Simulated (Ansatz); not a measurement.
An ideal cubic perovskite cell is held by its symmetry; such compounds can tilt or shift off centre at room temperature. The starting structures come from a database of crystals and need not be the phases stable at ambient conditions.

 Where the default PAW files enter, the runs use the earlier of Ansatz's two default sets.

Inside the gap of an insulator the Bloch states are evanescent, with a wavenumber k + iκ along the transport direction.

Here is the system:

```
CdRbF3
1.0
    4.42498     0.00000     0.00000
    0.00000     4.42498     0.00000
    0.00000     0.00000     4.42498
Rb Cd F
1 1 3
Direct
  0.00000   0.00000   0.00000
  0.50000   0.50000   0.50000
  0.00000   0.50000   0.50000
  0.50000   0.00000   0.50000
  0.50000   0.50000   0.00000
```

Space group of this cell: Pm-3m, cubic perovskite. The cell is taken as given; by PBEsol its mean pressure is -0.6 GPa.

Transport runs along the normal of the first two printed cell vectors, the (001) plane of the conventional cell.

The gap is the functional's own, uncorrected, and κ follows it; spin-orbit coupling is left out. Mid-gap values are interpolated between the computed energies.

**Question.** State the band gap and the smallest decay constant κ at mid-gap according to Ansatz (an electronic-structure program) with PBEsol.

**Answer.** Gap 3.04 eV on a 8×8×8 mesh; κ = 0.374 1/Å, at the zone centre.
